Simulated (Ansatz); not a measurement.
# A computed series for GaP: response to strain

Consider GaP in the zinc blende structure (space group F-43m, No. 216; a = 5.506 Å).

Strains are applied to the cell and any free atomic positions relax.

Level of theory: PBE/PAW in Ansatz (an electronic-structure program), scalar-relativistic without spin-orbit coupling.

Candidates:
(a) isotropic strain +3.00 %
(b) isotropic strain −1.50 %
(c) isotropic strain +2.00 %
(d) isotropic strain −0.50 %
(e) isotropic strain +1.50 %

Base values:

Band gap: 1.58 eV

Question: Order them by band gap, lowest first.

Answer: (a) isotropic strain +3.00 % (0.87 eV), (c) isotropic strain +2.00 % (1.10 eV), (e) isotropic strain +1.50 % (1.22 eV), (b) isotropic strain −1.50 % (1.57 eV), (d) isotropic strain −0.50 % (1.62 eV)

No phonon test of stability was made.
